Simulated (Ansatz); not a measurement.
The parent structure is FeS$_{2}$ (space group Pa-3, No. 205; a = 5.324 Å; non-magnetic).

Computed with Ansatz (a first-principles code), PBEsol, PAW, cutoff 420 eV, no spin-orbit coupling, earlier PAW set.

Before the change:

| Property | Value |
|---|---|
| Gap character | indirect, a point along ⟨100⟩, about 0.5 Å⁻¹ from Γ → Γ |
| Shortest interatomic distance | 2.183 Å |
| Band gap | 0.24 eV |

Perturbation: full substitution Fe → Zn; the structure is relaxed again.

**Question.** Estimate the effect on the gap character, valence-band top at Γ, shortest interatomic distance and band gap.

**Answer.** The gap character goes from indirect, a point along ⟨100⟩, about 0.5 Å⁻¹ from Γ → Γ to indirect, Γ → Γ–R (50 % along); the valence-band top at Γ (three highest levels, from the VBM) is 0.00, 0.00, -0.76 eV; the shortest interatomic distance decreases by 0.107 Å, from 2.183 Å to 2.076 Å; the band gap rises by 1.06 eV to 1.30 eV.

Stability against distortions was not tested. For ZnS2 in this form, whether it has been made was not checked. Seeded moments were not kept for the base. The final runs are not spin-polarised. A zero or small gap of FeS2 can be the functional's error rather than a property of the material.
